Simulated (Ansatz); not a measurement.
The starting structures come from a database of crystals and need not be the phases stable at ambient conditions.

By PBEsol, the system below comes out a metal.

Input:

```
CELL_PARAMETERS angstrom
      4.40556     0.00000     0.00000
     -2.20278     3.81533     0.00000
      2.20278     1.27178     1.79856
ATOMIC_POSITIONS crystal
  Ti 0.00000 0.50000 0.50000
  Rh 0.00000 0.00000 0.00000
```

The cell is taken as given; by PBEsol it stands under a pressure of -8.1 GPa.

The current flows along the normal of the first two printed cell vectors, the (111) plane of the conventional cell. No spin-orbit coupling; the value is a mean over 0.1 eV about the Fermi level.

Problem. Give the ballistic conductance per area that PBEsol (Ansatz, a program for electronic structure) yields.

Solution. 1.4 × 10¹⁵ S/m² for both spins.
